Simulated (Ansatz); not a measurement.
The reference is InP in the zinc blende structure (space group F-43m, No. 216; a = 5.907 Å). Axes: x, y, z lie along the cube axes.

The change: compressive biaxial strain of 0.79 % in the plane normal to [001], as in epitaxy on a mismatched substrate; the out-of-plane cell vector and the atoms relax.

Levels (all Ansatz, a program for electronic structure, PAW, earlier PAW set): r2SCAN (500 eV, no SOC); HSE06 (420 eV, without spin-orbit coupling); HSE06+SOC (420 eV, noncollinear with spin-orbit coupling).

One geometry, relaxed with r2SCAN, under each level:

The valence-band top lists the three highest levels at Γ (Kramers pairs under SOC), from the VBM.

```csv
level,band gap,lowest conduction level above the VBM at special points,valence-band top at Γ
r2SCAN,1.04 eV,Γ 1.04 eV; N 1.78 eV; X 1.97 eV,"0.00, 0.00, -0.08 eV"
HSE06,___,___,–
HSE06+SOC,___,___,___
```

Problem. Give the withheld HSE06 and HSE06+SOC results.

Solution. 
- HSE06, band gap: 1.36 eV
- HSE06, lowest conduction level above the VBM at special points: Γ 1.36 eV; N 2.17 eV; X 2.33 eV
- HSE06+SOC, band gap: 1.33 eV
- HSE06+SOC, lowest conduction level above the VBM at special points: Γ 1.33 eV; N 2.14 eV; X 2.30 eV
- HSE06+SOC, valence-band top at Γ: 0.00, -0.04, -0.16 eV

Single points use the geometry relaxed with r2SCAN. The spin-orbit shifts are approximate. Whether these cells are dynamically stable was not tested. Labels are those of the standard path for the cell's own space group.
